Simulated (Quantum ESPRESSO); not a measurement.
Band structure of Pm (P6_3/mmc, 2 atoms in the cell).

```
Pm
1.0
    3.70231     0.00000     0.00000
   -1.85115     3.20629     0.00000
    0.00000     0.00000     6.01104
Pm
2
Direct
  0.33333   0.66667   0.25000
  0.66667   0.33333   0.75000
```
Moments meant for the start (each program seeds them in its own way; μB, in the order of the atoms Pm Pm): 4.0 4.0.

Level of theory: PBE, SSSP 1.1.2 efficiency (PBE) pseudopotentials (plane waves; Quantum ESPRESSO).

Settings: ecutwfc = 50 Ry; ecutrho = 400 Ry; occupations = smearing; smearing = cold; degauss = 0.0073499 Ry; nspin = 2; potentials = {Pm: Pm.GGA-PBE-paw-v1.0.UPF}; K_POINTS = automatic 4 4 2 0 0 0; conv_thr = 1e-10 Ry; mixing_beta = 0.3.

The starting cell was generated: these elements placed on a structure prototype, without a prior relaxation; it need not be a known phase or ordering of this composition. Its lattice was rescaled by a random factor within 2.5 % of one. Spin-orbit coupling is off. The magnetic order is the one reached from the typed start; others were not searched systematically. With U or open f shells several self-consistent states can exist. The f electrons are in the valence without U or exact exchange, which can misplace them near the Fermi level. Spin-orbit terms, which matter for f shells, are left out.

Levels in eV from the Fermi level, bands 19 to 21 of the first spin channel:
```tsv
point	19	20	21
Γ	-0.77	-0.77	-0.48
M	-0.78	-0.71	-0.64
K	-0.68	-0.66	-0.50
A	-0.75	-0.75	-0.49
L	-0.68	-0.67	-0.62
H	-0.70	-0.70	-0.32
```

Bands cross the Fermi level along this path, so the cell is metallic at this level.

The net moment of the cell came out as 8.00 μB.
